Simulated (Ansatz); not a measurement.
MgO (Fm-3m), PBEsol, rigid bands in Ansatz (an electronic-structure program): Condition of this run: hydrostatic pressure 10 GPa (the target of the relaxation). band gap 5.18 eV, N_c = 5.70e18 cm⁻³ and N_v = 2.75e20 cm⁻³ at 300 K, conductivity masses of 0.371 mₑ (electrons) and 2.20 mₑ (holes). Take k_BT = 0.02585 eV.

Problem. What thermal injection velocity √(2k_BT/πm) limits a ballistic channel?

Solution. 8.83e6 cm/s for electrons and 3.63e6 cm/s for holes, a ratio of √(m_h/m_e) = 2.44, for dilute carriers.

Problem. A film of it is 8 nm thick. Estimate the confinement energies in an infinite well.

Solution. ħ²π²/(2m t²) = 0.376 eV·nm²/(m/mₑ × t²) gives 15.8 meV for electrons and 2.67 meV for holes, so the gap would widen to about 5.20 eV. Finite barriers and nonparabolic bands lower this, and with several valleys or bands the heaviest mass along the normal sets the lowest level, not this average.

Problem. Find the intrinsic carrier density and the intrinsic Fermi level.

Solution. n_i = √(N_c N_v) exp(−E_g/2k_BT) = 3.96e19 × exp(−100.19) = 1.2e-24 cm⁻³. The level lies (k_BT/2) ln(N_v/N_c) = 50 meV from mid-gap (positive towards the conduction band). Each 0.1 eV added to the gap lowers n_i by a factor of 6.9.

Rigid, parabolic bands with the computed gap; masses take one relaxation time for all states. Spin-orbit coupling is left out.
